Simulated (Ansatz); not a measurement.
Yb on the Al site (Yb_Al) in wurtzite AlN: one set of geometries, relaxed with PBE, evaluated in Ansatz (PAW, plane waves to 420 eV, 500 eV under r2SCAN) with PBE, r2SCAN.

Set-up: 96-site cell; 2×2×2 shifted k-points; start: the Al site; charged states image-corrected; no Hubbard U; not converged in cell size; flagged in the runs: a host whose relaxation on this sampling wasn't shown to rest, a strain field that reaches the edge of the cell.

```json
[
 {"quantity": "host gap (eV)", "PBE": "4.03", "r2SCAN": "4.67"},
 {"quantity": "ε(0/−1) above the VBM (eV)", "PBE": "2.23", "r2SCAN": "3.04"},
 {"quantity": "neutral formation energy against fcc Al, fcc Yb (eV)", "PBE": "2.56", "r2SCAN": "1.77"},
 {"quantity": "largest moment on one atom at charge 0 (μB)", "PBE": "0.82", "r2SCAN": "0.93"}
]
```

PBE narrows the gap by 0.64 eV against r2SCAN, the highest level run, and puts the level shown 0.81 eV lower above the valence-band maximum (from the rounded values).

Ansatz is an electronic-structure program.
